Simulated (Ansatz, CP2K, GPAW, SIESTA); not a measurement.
One structure in several programs: SrZnSbF (P4/nmm, 8 atoms in the cell)

Self-consistent single point.

```
CELL_PARAMETERS angstrom
      4.35454     0.00000     0.00000
      0.00000     4.35454     0.00000
      0.00000     0.00000     9.47616
ATOMIC_POSITIONS crystal
  Sr 0.00000 0.50000 0.86010
  Sr 0.50000 0.00000 0.13990
  Zn 0.50000 0.50000 0.50000
  Zn 0.00000 0.00000 0.50000
  Sb 0.00000 0.50000 0.32098
  Sb 0.50000 0.00000 0.67902
  F  0.50000 0.50000 0.00000
  F  0.00000 0.00000 0.00000
```

Shared settings, as Ansatz (a first-principles code) writes them: kpoints.mp_grid.grid = 5 5 3; scf.occupations.method = gaussian; scf.occupations.width = 0.01 Ry. Potentials and cutoffs stand in the table.

```csv
code,model,pressure (GPa),largest force (eV/Å),cutoff
CP2K,"PBEsol, GPW, DZVP-MOLOPT-SR-GTH basis, GTH-PBE potentials (GTH_POTENTIALS)",-1.62,0.157,grid 600 Ry
Ansatz,"PBEsol, PAW files made with PBE",-3.19,0.262,default
SIESTA,"GGA PBEsol, numerical atomic orbitals DZP, PseudoDojo PBEsol standard norm-conserving potentials (rewritten from UPF to PSML)",-2.97,0.217,grid 350 Ry
GPAW,"PBEsol, GPAW PAW datasets PBEsol (made by gpaw-setup)",–,0.301,900 eV
```

Size of the force on each atom (eV/Å): Sizes of forces hide their directions.

| code | Sr1 | Sr2 | Zn3 | Zn4 | Sb5 | Sb6 | F7 | F8 |
|---|---|---|---|---|---|---|---|---|
| CP2K | 0.157 | 0.157 | 0.000 | 0.000 | 0.058 | 0.058 | 0.000 | 0.000 |
| Ansatz | 0.208 | 0.208 | 0.000 | 0.000 | 0.262 | 0.262 | 0.000 | 0.000 |
| SIESTA | 0.217 | 0.217 | 0.000 | 0.000 | 0.142 | 0.142 | 0.000 | 0.000 |
| GPAW | 0.182 | 0.182 | 0.000 | 0.000 | 0.301 | 0.301 | 0.000 | 0.000 |

A dash marks a value that a program does not give, or that is left out as unsure.

On Ansatz's run: spin-orbit coupling is off.

The spread over the programs that give each value: pressure within 1.57 GPa; largest force within 0.144 eV/Å.

CP2K and SIESTA use small atom-centred bases, whose incompleteness enters pressures, forces and empty levels differently from a plane-wave cutoff. Ansatz's pressure is given at a fixed set of plane waves, as the other plane-wave codes print theirs; with its correction for the finite basis it is -3.08 GPa. The pressure of GPAW is left out: its cutoff lies under the one at which its stress was checked. In the force vectors, CP2K (by 0.224) and SIESTA (by 0.412) lie more than 0.08 eV/Å from the median of the plane-wave programs.

The starting cell comes from a database of computed structures (which also holds hypothetical and non-ambient phases and stackings), without a prior relaxation at this level.

Left out of this page: Elk and FLEUR (not drawn, or without a comparable value).

Keys are those of Ansatz 0.2.
